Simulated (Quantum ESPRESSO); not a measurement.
# Short convergence ladders for In (I4/mmm, 1 atom in the cell)

```
CELL_PARAMETERS angstrom
      1.62987    -1.62987     2.48243
      1.62987     1.62987     2.48243
     -1.62987    -1.62987     2.48243
ATOMIC_POSITIONS crystal
  In 0.00000 0.00000 0.00000
```

Base method: PBE, PseudoDojo standard norm-conserving (PBE) pseudopotentials (plane waves; Quantum ESPRESSO 7.5).

Base settings: ecutwfc = 70 Ry; occupations = smearing; smearing = fermi-dirac; degauss = 0.0073499 Ry; potentials = {In: In.upf}; K_POINTS = automatic 7 7 7 0 0 0; conv_thr = 1e-11 Ry; mixing_beta = 0.5.

The count of work is k-points × plane waves × bands × iterations; it is no time. 

**The cutoff for other potential files**

Level: DFT, PBE, plane waves, PSlibrary PAW (PBE) pseudopotentials.

In this ladder: pseudopotentials = {In: In.pbe-dn-kjpaw_psl.1.0.0.UPF}. Moved along: ecutrho.

The second cell is the first with its lattice scaled by 0.98.

The mesh stays at the base's, so the ladder's end is converged at best in this setting alone.

Only quantities that move along the ladder and can be compared are tabulated.

```csv
ecutwfc,free energy less the last step's (meV/atom),energy of the compressed cell less the first (meV/atom),pressure (GPa),count of work / last
22 Ry,25662.91,-6.24,-716.77,0.15
28 Ry,3560.59,29.08,-140.25,0.23
35 Ry,278.00,25.81,-11.50,0.26
42 Ry,120.81,26.62,1.36,0.34
50 Ry,82.29,26.35,-0.37,0.45
60 Ry,18.68,26.45,0.64,0.59
75 Ry,9.30,26.40,1.28,0.81
100 Ry,0.00,26.41,1.34,1.0
```

Coarsest ecutwfc that holds the free energy within 5 meV/atom: not settled: the last two steps still differ by 9.3 meV/atom, over half the tolerance, so the ladder does not show it.

Coarsest ecutwfc that holds the pressure within 0.5 GPa of the last step, with all finer ones: 75 Ry; the step before is off by 0.69 GPa.

Coarsest ecutwfc that holds the energy of the compressed cell less the first within 1 meV/atom of the last step, with all finer ones: 35 Ry, at 0.26 of the last step's count of work; the step before is off by 2.7 meV/atom.

At the lowest cutoff the pressure lies 718 GPa under the last step's, the usual sign of Pulay stress in an incomplete plane-wave basis.

**The density cutoff**

The second cell is the first with its lattice scaled by 0.98.

The mesh stays at the base's, so the ladder's end is converged at best in this setting alone.

Only quantities that move along the ladder and can be compared are tabulated.

| ecutrho | free energy less the last step's (meV/atom) | energy of the compressed cell less the first (meV/atom) | pressure (GPa) |
|---|---|---|---|
| 140 Ry | -6.76 | 25.61 | 1.73 |
| 210 Ry | 0.00 | 24.95 | 1.21 |
| 280 Ry | 0.00 | 24.95 | 1.21 |
| 350 Ry | 0.00 | 24.95 | 1.21 |
| 420 Ry | 0.00 | 24.95 | 1.21 |
| 560 Ry | 0.00 | 24.95 | 1.21 |
| 700 Ry | 0.00 | 24.95 | 1.21 |
| 840 Ry | 0.00 | 24.95 | 1.21 |
| 1120 Ry | 0.00 | 24.95 | 1.21 |

Coarsest ecutrho that holds the free energy within 1 meV/atom of the last step, with all finer ones: 210 Ry; the step before is off by 6.8 meV/atom.

Coarsest ecutrho that holds the energy of the compressed cell less the first within 0.2 meV/atom of the last step, with all finer ones: 210 Ry; the step before is off by 0.66 meV/atom.

Coarsest ecutrho that holds the pressure within 0.05 GPa of the last step, with all finer ones: 210 Ry; the step before is off by 0.52 GPa.

The energy difference between the two cells stays within 1 meV/atom of the last step's from 140 Ry on, the total only from 210 Ry on: much of the error is common to both cells and cancels.

On the base run: the starting cell has typed, rounded lattice constants, without a prior relaxation at this level. Its lattice was rescaled by up to half a per cent.
